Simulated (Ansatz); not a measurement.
Candidates (primitive cells; geometry: cell and atoms relaxed with PBEsol):
A. SiC (P6_3mc), a = 3.076 Å, b = 3.076 Å, c = 5.048 Å, α = 90.00°, β = 90.00°, γ = 120.00°
B. ZnO (P6_3mc), a = b = 3.2299 Å, c = 5.2147 Å, α = β = 90.00°, γ = 120.00°
C. BAs (F-43m), a = b = c = 3.3714 Å, α = β = γ = 60.00°

Question: Put the candidates in order of hole conductivity mass, lowest first, for r2SCAN with spin-orbit coupling, rigid bands run with Ansatz (a first-principles code).

Answer: C (0.32 mₑ), A (1.23 mₑ), B (2.1 mₑ)

Masses are for dilute carriers at 300 K, harmonic means over directions unless an axis is named.
